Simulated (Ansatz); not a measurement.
Given:

```
CELL_PARAMETERS angstrom
      0.00000     2.69359     2.74322
      2.69359     0.00000     2.74322
      2.69359     2.69359     0.00000
ATOMIC_POSITIONS crystal
  Si 0.25000 0.25000 0.25000
  Si 0.00000 0.00000 0.00000
```

Calculation: r2SCAN with spin-orbit coupling, rigid bands (plane waves, PAW; Ansatz, a first-principles code). Condition of this run: biaxial stress xx = yy = 2 GPa (compression positive) (the target of the relaxation). Geometry: cell and atoms relaxed with r2SCAN, then loaded as said.

Q: Predict the electron conductivity mass (n e² τ/σ) at 300 K, by direction if it differs.

A: 0.34 (x), 0.34 (y), 0.21 (z) mₑ.

Q: What conductivity effective mass do dilute holes have at 300 K?

A: 0.30 (x), 0.30 (y), 0.32 (z) mₑ.

Q: And the band gap?

A: 0.63 eV at this level; semilocal functionals usually fall short of the measured gap.

Rigid bands, one relaxation time for all states, no polarons.
